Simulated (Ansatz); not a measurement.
We consider SnSe (Fm-3m, No. 225, 2 atoms in the cell; start mp-2693; a measured phase of this formula has another space group), described by r²SCAN+rVV10 (PAW; Ansatz, a program for electronic structure).

Settings: plane-wave cutoff 500 eV, 12×12×12 k mesh, Fermi–Dirac smearing 0.05 eV, scalar-relativistic PAW data made under PBE.

Cell (relaxed at this level):

```cif
data_SeSn
_chemical_formula_sum 'Sn1 Se1'
_space_group_name_H-M_alt 'P 1'
_space_group_IT_number 1
_cell_length_a 4.23343
_cell_length_b 4.23343
_cell_length_c 4.23343
_cell_angle_alpha 60.000
_cell_angle_beta 60.000
_cell_angle_gamma 60.000
loop_
_space_group_symop_operation_xyz
  'x, y, z'
loop_
_atom_site_label
_atom_site_type_symbol
_atom_site_fract_x
_atom_site_fract_y
_atom_site_fract_z
_atom_site_occupancy
Sn1 Sn 0.00000 0.00000 0.00000 1
Se1 Se 0.50000 0.50000 0.50000 1
```

**Question.** Predict the band gap.

**Answer.** 
band gap: 0.38 eV (on the SCF k mesh)

Note: the relaxation could not lower the start's symmetry, so the cell can be a saddle point above a distorted one.

Spin–orbit coupling is not included.

Computed values are for the static lattice.

Computing time: roughly 50 core-seconds.

A start named mp-… is a Materials Project structure, which need not be a measured phase.
